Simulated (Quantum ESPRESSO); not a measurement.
How a calculation on BaZn (Pm-3m, 2 atoms in the cell) responds to its settings

```
BaZn
1.0
    4.12419     0.00000     0.00000
    0.00000     4.12419     0.00000
    0.00000     0.00000     4.12419
Ba Zn
1 1
Cartesian
  0.00000   0.00000   0.00000
  2.06209   2.06209   2.06209
```

Base run A: LDA (PZ), GBRV 1.5 ultrasoft (LDA) pseudopotentials in Quantum ESPRESSO 7.5, self-consistent single point.

Its settings: ecutwfc = 50 Ry; ecutrho = 250 Ry; occupations = smearing; smearing = fermi-dirac; degauss = 0.0073499 Ry; potentials = {Ba: ba_lda_v1.uspp.F.UPF, Zn: zn_lda_v1.uspp.F.UPF}; K_POINTS = automatic 7 7 7 0 0 0; conv_thr = 1e-11 Ry; mixing_beta = 0.4.

The starting cell comes from a database of computed structures (which also holds hypothetical and non-ambient phases and stackings), without a prior relaxation at this level. Its lattice was rescaled by a random factor within 2.5 % of one. In the base run, with a pressure of about -3 GPa the cell is away from its equilibrium volume at this level.

ΔF is the free energy per atom less that of run A. 

Run A gave: pressure (GPa) -3.16; TS (meV/atom) 27.1; k-points 20.

Runs:
- B: degauss, K_POINTS = 0.002205 Ry, automatic 5 5 5 0 0 0
- C: degauss, K_POINTS = 0.0073499 Ry, automatic 5 5 5 0 0 0
- D: degauss, K_POINTS = 0.02205 Ry, automatic 5 5 5 0 0 0
- E: degauss, K_POINTS = 0.002205 Ry, automatic 6 6 6 0 0 0
- F: degauss, K_POINTS = 0.0073499 Ry, automatic 6 6 6 0 0 0
- G: degauss, K_POINTS = 0.02205 Ry, automatic 6 6 6 0 0 0
- H: degauss, K_POINTS = 0.002205 Ry, automatic 7 7 7 0 0 0
- I: degauss, K_POINTS = 0.02205 Ry, automatic 7 7 7 0 0 0
- J: degauss, K_POINTS = 0.002205 Ry, automatic 8 8 8 0 0 0
- K: degauss, K_POINTS = 0.0073499 Ry, automatic 8 8 8 0 0 0
- L: degauss, K_POINTS = 0.02205 Ry, automatic 8 8 8 0 0 0

Task: What does run J change against A?

Result: The free energy rises by 16.5 meV/atom and the pressure moves little (-3.16 to -3.20 GPa).

Task: What does run L change against A?

Result: The free energy goes down by 113 meV/atom and the pressure goes from -3.16 to -2.88 GPa.

```csv
run,ΔF (meV/atom),pressure (GPa),TS (meV/atom),k-points
A,0.00,-3.16,27.1,20
B,22.6,-3.04,3.1,10
C,8.8,-3.03,31.3,10
D,-111.5,-2.85,258.4,10
E,1.70,-3.05,2.4,20
F,-7.4,-3.06,21.6,20
G,-114.7,-2.87,249.6,20
H,12.6,-3.15,2.7,20
I,-113.3,-2.87,253.5,20
J,16.5,-3.20,2.9,35
K,2.4,-3.20,29.4,35
L,-113.0,-2.88,254.6,35
```
